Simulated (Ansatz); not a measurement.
The parent structure is Sn (space group I4_1/amd, No. 141; a = 5.833 Å, c = 3.158 Å).

Perturbation: a hydrostatic pressure of 18 GPa.

Levels (all Ansatz, a program for electronic structure, PAW): PBEsol (420 eV, no spin-orbit coupling); r2SCAN (500 eV, no spin-orbit coupling).

The geometry is relaxed with PBEsol.

```
Quantity            Value
---------------  --------
PBEsol pressure  18.0 GPa
```

**Question.** What does r2SCAN give at this geometry for the pressure?

**Answer.** The pressure grows by 2.9 GPa, from 18.0 GPa to 20.9 GPa.

Single points use the geometry relaxed with PBEsol. Their cutoffs differ, which shifts pressures a little. Load acts through the strain it causes; cell and atoms are relaxed under it. No phonon test of stability was made. Measured, Sn leaves this structure (for a body-centred tetragonal phase) near 8 GPa (temperature not stated; as listed in Olga Degtyareva, NATO science for peace and security series. B, Physics and biophysics (2010)).
